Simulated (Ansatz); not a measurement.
## Worked sum: formation energy of the neutral O_i + V_Si in Si (diamond, Fd-3m)

This concerns the formation energy of the neutral O_i + V_Si in Si (diamond, Fd-3m). Reaction: 63 Si (diamond) + 1/2 O2 (gas) → cell A.

A: a supercell of 64 sites of Si (diamond, Fd-3m) with one empty Si site amid 4 Si; O off the lattice sites (2 Si at 1.71 Å); the closest two of these centres are 1.0 Å apart; spin state with PBE: run without spin.

Ansatz (an electronic-structure program) with PAW potentials; structures come from PBE relaxations, nuclei static, no net charge. Ansatz runs with its PAW set soft_1. Other levels take these structures. The lattices are those relaxed with PBE, so at other levels the solids can be strained, which adds to the spread. Larger cells are relaxed from a start prepared with the learned potential CHGNet till forces fall under 0.03 eV/Å, which some starts already meet. A dispersion term (D3(BJ), or D4 for r2SCAN) was computed beside these levels and is taken off wherever the name lacks it. Space groups of crystals are read within 0.01 Å. Mesh and cell size may move defect energies by 0.1 eV or more. Cell A has symmetry Cmm2 within 0.02 Å and got no random move, so less symmetric positions, which may lie lower, weren't tried.

Total energies of the cells in eV, at zero smearing width. They compare only within one column; the weights balance every element.

| cell | atoms | weight | r2SCAN | PBEsol |
|---|---|---|---|---|
| A: Si:O_i + V_Si | 64 | +1 | -40827.29726 | -39712.63425 |
| Si (diamond) | 64 | −63/64 | -40900.03559 | -39775.31264 |
| O2 (gas) | 2 | −1/2 | -1131.97288 | -1116.58054 |

r2SCAN: (-40827.29726) − 63/64 × (-40900.03559) − 1/2 × (-1131.97288) = -0.338 eV.

PBEsol: (-39712.63425) − 63/64 × (-39775.31264) − 1/2 × (-1116.58054) = -0.521 eV.
